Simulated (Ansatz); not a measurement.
For K2SO4 (Pnma, No. 62), PBEsol (Ansatz, a quantum-chemistry and plane-wave program, PAW) gives:

| Quantity | Value |
|---|---|
| volume per atom | 15.37 Å³/atom |
| bulk modulus B0 | 30.4 GPa |
| cohesive energy | 4.65 eV/atom |
| band gap | 5.42 eV |

Task: What does r²SCAN (Ansatz, PAW) give for the same quantities?

Result: 
- equilibrium volume per atom: 15.35 Å³/atom (stays essentially unchanged)
- bulk modulus: 34.3 GPa (grows by 13 %)
- cohesive energy: 4.34 eV/atom (shrinks by 0.31 eV/atom)
- band gap: 6.29 eV (goes up by 0.87 eV)

Changes are worked out from the printed values.

Unless a cell is named, each level is at its own relaxed cell.

Density-functional gaps are differences of (generalised) Kohn–Sham levels.

Caveats: the relaxation could not lower the start's symmetry, so the cell can be a saddle point above a distorted one (PBEsol, r²SCAN). Ansatz's density-functional and Hartree–Fock values are scalar-relativistic unless marked +SOC, with PAW data made under PBE.
